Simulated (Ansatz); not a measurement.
CsCl-type NiAl was calculated with LC-ωPBE in Ansatz (plane waves, PAW).

Numerical settings: plane-wave cutoff 460 eV, 10×10×10 k mesh, Fermi–Dirac smearing 0.05 eV, no spin polarisation, scalar-relativistic PAW data made under PBE.

Cell (relaxed at this level):

AlNi is modelled in the cubic space group Pm-3m (No. 221), the CsCl type structure, Pearson symbol cP2. Lattice parameters: a = b = c = 2.8372 Å, α = β = γ = 90.00°. Al on 1b has 8 Ni at 2.457 Å and 6 Al at 2.837 Å. Ni on 1a sees 8 Al at 2.457 Å and 6 Ni at 2.837 Å. (Neighbours: up to the widest gap in distance over summed covalent radii, below 1.35, at either atom.)

Question: Give the computed bulk modulus and pressure derivative B′ of the bulk modulus.

Answer: 
- bulk modulus: 197 GPa
- pressure derivative B′ of the bulk modulus: 4.2

Measured, for comparison: bulk modulus 156 GPa (room temperature, no zero-point or thermal correction; as tabulated in Yamada et al. (2019), arXiv:1910.09660). Computed (rounded) less measured: bulk modulus +26 %.

Note: the run has no spin polarisation, so it can have missed a magnetic state.

Ansatz is a program for electronic structure.
